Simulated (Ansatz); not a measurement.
Here is the system:

```
Cs2AgBiBr6
1.0
    7.67838     0.00000     0.00000
    3.83919     6.64967     0.00000
    3.83919    -2.21656     6.45175
Bi Ag Cs Br
1 1 2 6
Direct
  0.00000   0.00000   0.00000
  0.00000   0.50000   0.50000
  0.50238   0.24881   0.74643
  0.49762   0.75119   0.25357
  0.00106   0.74330   0.25458
  0.51128   0.74436   0.74542
  0.99894   0.25670   0.74542
  0.48872   0.25564   0.25458
  0.00106   0.25564   0.25458
  0.99894   0.74436   0.74542
```

No spin polarisation.

Level of theory: Ansatz (a program for electronic structure), LDA, PAW, cutoff 420 eV, spin-orbit coupling left out. k-mesh 5×5×5 (Γ-centred); smearing 0.05 eV (Fermi–Dirac).

Question: Predict the smallest direct gap, in-plane stress and electron mass.

Answer: Smallest direct gap: 2.19 eV
Mean in-plane stress (compression positive): +0.5 GPa
Electron mass: 0.37 mₑ along k, 0.24 mₑ across (at L)

With Bi present, leaving out spin-orbit coupling can change the band edges. The cells carry an imposed strain or load. Masses are band curvatures over ±0.01 Å⁻¹ around the edge. Along k means along the line from Γ to the band edge. Stability against distortions was not tested. The cell was made from Cs2AgBiBr6 (space group Fm-3m, No. 225) by this change: biaxial strain −1.25 %, plane normal [111], relaxed out of plane.
